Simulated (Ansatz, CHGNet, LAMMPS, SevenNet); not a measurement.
# L1₀ (CuAu-type) TiAl, elastic constant C33

Reference value: 183 GPa (measured, 0 K, extrapolated to 0 K, Ti-56 at.% Al crystal; axes of the face-centred tetragonal cell; as tabulated in Qi et al. (2023), arXiv:2305.11825).

| level (code) | value (GPa) | cell (Å³/atom) |
|---|---|---|
| Lennard-Jones jacobson2022 (LAMMPS) | 412 | 17.17 |
| CHGNet-r²SCAN | 157 | 16.09 |
| SevenNet-0 | 155 | 16.22 |
| SevenNet-l3i5 | 148 | 16.22 |
| LDA (Ansatz) | 182 | 15.30 |
| PBE (Ansatz) | ? | 16.23 |
| PBEsol (Ansatz) | ? | 15.78 |
| r²SCAN (Ansatz) | 185 | 16.06 |
| HSE06 (Ansatz) | ? | 16.03 |

Q: Some entries are withheld; supply them.

A: 
- PBE (Ansatz, a quantum-chemistry and plane-wave program), value (GPa): 171
- PBEsol (Ansatz), value (GPa): 178
- HSE06 (Ansatz), value (GPa): 196

Differences against the reference: Lennard-Jones jacobson2022 +125 %, CHGNet-r²SCAN -14.2 %, SevenNet-0 -15.3 %, SevenNet-l3i5 -19.1 %, LDA -0.5 %, PBE -6.6 %, PBEsol -2.7 %, r²SCAN +1.1 %, HSE06 +7.1 %.

Leaving aside Lennard-Jones jacobson2022 (doubt noted below): Once the reference is moved by up to 5.0 % (a margin picked here for doubts on the reference and the settings, and for temperature and zero-point motion) and values within 1.7 % count as equal, the nearest can be LDA (-0.5 %), r²SCAN (+1.1 %), PBEsol (-2.7 %), PBE (-6.6 %) or HSE06 (+7.1 %). Farthest off among them: SevenNet-l3i5 (-19.1 %).

The reference isn't brought to a static lattice, while the calculations are for one, so the differences are not the levels' errors alone. The crystal itself was run without spin with LDA, PBE, PBEsol, r²SCAN, HSE06; a magnetic state was not tried in these runs. Lennard-Jones jacobson2022: the pair parameters belong to the elements and are mixed by rule. Lennard-Jones jacobson2022: pair potentials favour close packing, so symmetry can be all that holds this lattice. HSE06: hybrids on metals are sensitive to the k mesh. Each level is taken at its own relaxed cell. Cutoffs and k meshes differ between the levels. Ansatz's density-functional and Hartree–Fock values are scalar-relativistic unless marked +SOC, with PAW data made under PBE.

Empirical potentials (Lennard-Jones jacobson2022) are fitted to chosen data: where that held the value shown, agreement is built in, and what lay outside the fit can be far off. Machine-learned potentials (CHGNet-r²SCAN, SevenNet-0, SevenNet-l3i5) are trained on DFT data: a solid inside that data is no test of them.

Differences are worked out from the printed values.
